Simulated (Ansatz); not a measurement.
# HfGe (model structure, started from the NbAs type, I4₁md, No. 109, 4 atoms in the cell): properties by level of theory

```json
[
 {"level (code)": "PBE (Ansatz)", "lattice parameter a (Å)": "(withheld)", "c axis length (Å)": "13.701", "formation enthalpy (eV/atom)": "(withheld)"},
 {"level (code)": "PBEsol (Ansatz)", "lattice parameter a (Å)": "(withheld)", "c axis length (Å)": "13.560", "formation enthalpy (eV/atom)": "-0.336"},
 {"level (code)": "PBE-D3(BJ) (Ansatz)", "lattice parameter a (Å)": "3.443", "c axis length (Å)": "(withheld)", "formation enthalpy (eV/atom)": "(withheld)"}
]
```

**Question.** Fill in the missing entries.

**Answer.** 
- PBE (Ansatz, a first-principles code), lattice parameter a (Å): 3.480
- PBE (Ansatz), formation enthalpy (eV/atom): -0.289
- PBEsol (Ansatz), lattice parameter a (Å): 3.432
- PBE-D3(BJ) (Ansatz), c axis length (Å): 13.597
- PBE-D3(BJ) (Ansatz), formation enthalpy (eV/atom): -0.326

Ansatz's density-functional and Hartree–Fock values are scalar-relativistic unless marked +SOC, with PAW data made under PBE.

The computed numbers hold no vibrational or temperature effects.

A model structure was made by putting elements into a prototype or built by hand; it is no filed structure, need not be a known phase, and can be a saddle point held by its symmetry.
